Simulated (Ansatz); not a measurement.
O on the 1x1 (111) surface of fcc Ir, one in a 1x1 cell, energies for each (6.5 Å²). Energies are against ½ O2(g), without zero-point or thermal terms; each row is named by its start.

All values below come from PBE (plane waves to 420 eV, PAW; Ansatz, an electronic-structure program).

Which site binds most strongly?
(A) top Ir
(B) hollow Ir-Ir-Ir over Ir at depth 4.4 Å
(C) hollow Ir-Ir-Ir over Ir at depth 2.2 Å

B, hollow Ir-Ir-Ir over Ir at depth 4.4 Å. Adsorption energies: hollow Ir-Ir-Ir over Ir at depth 4.4 Å -0.90 eV; top Ir -0.62 eV; hollow Ir-Ir-Ir over Ir at depth 2.2 Å -0.54 eV.
